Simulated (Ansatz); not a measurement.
Consider Mg$_{2}$Sn (space group Fm-3m, No. 225).

Calculations: Ansatz (an electronic-structure program), LDA, PAW, cutoff 420 eV, without spin-orbit coupling.

Measured: band gap 0.36 eV (temperature not stated; as listed in Byungki Ryu et al., Journal of the Korean Physical Society (2019)).

Knowing the measured values, estimate what each level computes.


```csv
level,band gap
LDA,zero
```

Computed minus measured — band gap: LDA -0.36 eV. Measured values not marked as corrected hold thermal and zero-point effects that the static-lattice runs lack. A measured gap can be an optical one, lowered by exciton binding. Levels without spin-orbit coupling miss its effect on the gap.

No phonon test of stability was made.
